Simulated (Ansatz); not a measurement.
V₂AlC (P6_3/mmc), PBEsol, DFPT electron-phonon coupling, linearised Boltzmann equation in Ansatz (an electronic-structure program): phonon-limited resistivity 49.2 μΩ·cm at 300 K along z (a = (2.88, 0.00, 0.00) Å; b = (-1.44, 2.49, 0.00) Å; c = (0.00, 0.00, 13.02) Å), 72.5 μΩ·cm at 400 K, current-weighted mean free path 7.0 nm, Drude plasma energy 2.30 eV.

Task: What is the classical skin depth at 10 GHz (nonmagnetic, μ₀ = 1.257×10⁻⁶ H/m)?

Result: δ = √(ρ/(π f μ₀)) = 3530 nm.

Task: What Drude relaxation time do resistivity and plasma energy imply?

Result: ω_p = 3.49e15 s⁻¹, so τ = 1/(ε₀ ω_p² ρ) = 18.8 fs, a damping ħ/τ of 35.0 meV.

Task: What temperature coefficient of resistance follows, and how does it compare with 1/T?

Result: (ρ₄₀₀ − ρ₃₀₀)/(100 K × ρ₃₀₀) = 4.74×10⁻³ K⁻¹, against 1/T = 3.33×10⁻³ K⁻¹ for a resistivity proportional to T. It lies higher because phonons are still being populated at 300 K; impurities would add a constant and lower it.

A metal at this level (no band gap). Only scattering by harmonic phonons is included (no impurities, grain boundaries, electron-electron scattering or thermal expansion). Spin-orbit coupling is left out. Halving the electron mesh (32x32x8) moves the resistivity by up to 7 % at 300 K, the mean free path by up to 8 %. Smearing 0.20 eV; phonons on a 6x6x1 q mesh, which this run doesn't test.

Computed structure with no diffraction record at hand here (it may be known, metastable or hypothetical): V2AlC (P6_3/mmc). Treated as nonmagnetic (a ferromagnetic start lost its moment, other orders weren't tried): V2AlC (P6_3/mmc).
